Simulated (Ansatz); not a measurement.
**Ti3Al: response to strain**

The parent structure is Ti₃Al (space group P6_3/mmc, No. 194; a = 5.688 Å, c = 4.608 Å). Axes: x lies along a and z along c of the hexagonal cell.

Strains are applied to the cell and any free atomic positions relax; under biaxial strain the out-of-plane vector relaxes too.

The values are results of PBEsol (Ansatz, a program for electronic structure), no spin-orbit coupling, not measurements.

Candidates:
(a) uniaxial strain ε_xx = +5.11 %
(b) uniaxial strain ε_zz = −2.20 %
(c) biaxial strain +3.29 %, plane normal [001], relaxed out of plane

Notes on the quantities. energy relative to the base: free energy F.

Task: Order them by energy relative to the base, highest first.

Result: (c) biaxial strain +3.29 %, plane normal [001], relaxed out of plane (+24 meV/atom), (a) uniaxial strain ε_xx = +5.11 % (+23 meV/atom), (b) uniaxial strain ε_zz = −2.20 % (+6.1 meV/atom)

No phonon test of stability was made. All final runs are without spin polarisation.
